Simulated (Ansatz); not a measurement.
# Convergence study of shifted k-point meshes for Ba4As2O (I4mm, 7 atoms in the cell)

```
Ba4As2O
1.0
   -2.59327     2.59327     8.67609
    2.59327    -2.59327     8.67609
    2.59327     2.59327    -8.67609
Ba As O
4 2 1
Direct
  0.67827   0.67827   0.00000
  0.32461   0.32461   0.00000
  0.50000   0.00000   0.50000
  0.00000   0.50000   0.50000
  0.86438   0.86438   0.00000
  0.13562   0.13562   0.00000
  0.50000   0.50000   0.00000
```

Computed with PBEsol, default PAW files made with PBE (plane waves; Ansatz, a first-principles code).

Base settings: basis.ecutwfc = 420 eV; kpoints.mp_grid.grid = 5 5 5; hamiltonian.xc = pbesol; hamiltonian.pseudopotentials = {kind: paw} (the program's default PAW files); scf.occupations.method = fixed.

In this ladder: kpoints.mp_grid.shift = 0.5 0.5 0.5.

Shifted meshes do not hold Γ, so a gap read on them misses any band edge there.

Only quantities that move along the ladder and can be compared are tabulated.

The count of work is k-points × plane waves × bands × iterations; it is no time. Core times come from one kind of shared machine, to one figure; runs under 30 s give none.

The starting cell comes from a database of computed structures (which also holds hypothetical and non-ambient phases and stackings), without a prior relaxation at this level. Its lattice was rescaled by up to half a per cent. One atom was moved a little off its site on purpose. Ansatz's pressure includes its estimate of the finite-basis (Pulay) stress.

Steps (kpoints.mp_grid.grid): 2 2 2; 3 3 3; 4 4 4; 5 5 5; 6 6 6; 7 7 7; 8 8 8; 9 9 9; 10 10 10; 11 11 11; 12 12 12; 14 14 14; 16 16 16.

**Question.** What is the coarsest kpoints.mp_grid.grid that holds the free energy within 5 meV/atom of the last step, with all finer ones?

**Answer.** 4 4 4, at 0.028 of the last step's count of work; the step before is off by 6.2 meV/atom.

**Question.** What is the coarsest kpoints.mp_grid.grid that holds the pressure within 0.05 GPa of the last step, with all finer ones?

**Answer.** 3 3 3, at 0.015 of the last step's count of work; the step before is off by 0.31 GPa.

| kpoints.mp_grid.grid | free energy less the last step's (meV/atom) | pressure (GPa) | largest difference of a force vector from the last step's (eV/Å) | gap on the mesh (eV) | count of work / last | core time / last (rough) |
|---|---|---|---|---|---|---|
| 2 2 2 | 54.37 | -1.61 | 0.088 | 0.806 | 0.0087 | – |
| 3 3 3 | 6.24 | -1.89 | 0.011 | 0.629 | 0.015 | – |
| 4 4 4 | 2.39 | -1.90 | 0.011 | 0.690 | 0.028 | – |
| 5 5 5 | 0.87 | -1.91 | 0.003 | 0.636 | 0.052 | – |
| 6 6 6 | 0.35 | -1.91 | 0.001 | 0.663 | 0.081 | 0.08 |
| 7 7 7 | 0.14 | -1.92 | 0.000 | 0.638 | 0.10 | 0.1 |
| 8 8 8 | 0.07 | -1.92 | 0.000 | 0.653 | 0.16 | 0.2 |
| 9 9 9 | 0.03 | -1.92 | 0.000 | 0.639 | 0.22 | 0.2 |
| 10 10 10 | 0.01 | -1.92 | 0.000 | 0.648 | 0.29 | 0.3 |
| 11 11 11 | 0.01 | -1.92 | 0.000 | 0.639 | 0.37 | 0.3 |
| 12 12 12 | 0.00 | -1.92 | 0.000 | 0.645 | 0.46 | 0.5 |
| 14 14 14 | 0.00 | -1.92 | 0.000 | 0.644 | 0.70 | 0.7 |
| 16 16 16 | 0.00 | -1.92 | 0.000 | 0.642 | 1.0 | 1 |

The gap on the mesh jumps up and down from mesh to mesh; it is no smooth measure of convergence.

Left out of this page: 1 run of the series stopped by limits of time or memory.

Keys are those of Ansatz 0.2.
